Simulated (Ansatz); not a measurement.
Base system: WSi$_{2}$ (space group I4/mmm, No. 139; a = 3.185 Å, c = 7.773 Å; relaxed with 0.1 eV smearing).

Level of theory: LDA (Ansatz, a program for electronic structure; PAW; 420 eV plane waves; no spin-orbit coupling).

Strains are applied to the cell and any free atomic positions relax.

One change was made to it. Results:

```json
[
 {"quantity": "pressure (mean of the normal stresses, compression positive)", "base": "0.0 GPa", "after": "-15.0 GPa"},
 {"quantity": "energy relative to the base (free energy F)", "base": "0 meV/atom", "after": "+51 meV/atom"}
]
```

Task: Name the change that was made.
(A) isotropic strain −1.50 %
(B) isotropic strain +2.50 %
(C) isotropic strain +1.50 %
(D) isotropic strain −3.00 %
(E) isotropic strain +2.00 %

Result: B, isotropic strain +2.50 %. For comparison, the energy relative to the base in the other runs: isotropic strain +2.00 % gives +33 meV/atom; isotropic strain −3.00 % gives +88 meV/atom; isotropic strain +1.50 % gives +19 meV/atom; isotropic strain −1.50 % gives +21 meV/atom.

Stability against distortions was not tested. The final runs are not spin-polarised.
